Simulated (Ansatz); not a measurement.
## What 4 layers does to hypothetical Fm-3m MoTe2

The parent structure is MoTe2 (space group Fm-3m, No. 225; a = 6.561 Å; a hypothetical phase, not in the database extracts checked). Axes: x, y, z lie along the cube axes.

It is then changed as follows: a free-standing slab of 4 layers (12 atoms, 3 a layer) is cut normal to [111], with 15 Å of vacuum and the in-plane cell held at bulk.

All numbers come from DFT with PBEsol, PAW potentials and a 420 eV plane-wave cutoff in Ansatz (a program for electronic structure), no SOC. Settings: 12×12×1 k-points, 0.05 eV Fermi–Dirac smearing, for the changed cell.

```tsv
quantity	base	changed	shift
shortest interatomic distance	2.841 Å	2.721 Å	-0.120 Å
band gap	zero	zero	–
excess energy per area of both faces (slab less bulk energy over the cell's area: twice a surface energy) (uncertain by up to 0.1 J/m²)	–	0.9 J/m²	–
thickness between the outermost nuclei	–	13.06 Å	–
change of the spacing d23 from its bulk value of 0.947 Å	–	-10.6 %	–
```

Cost of the whole job for the changed cell (relaxation, final SCF and bands): around 8 core-minutes (rough).

The excess energy carries the mismatch between the slab's and the bulk's meshes. Spin-orbit coupling, missing from the scalar runs, can matter with Te. Whether these cells are dynamically stable was not tested. The final runs are not spin-polarised. MoTe2 has a high density of states at the Fermi level and may be magnetic at this level. A zero or small gap of MoTe2 can be the functional's error rather than a property of the material.
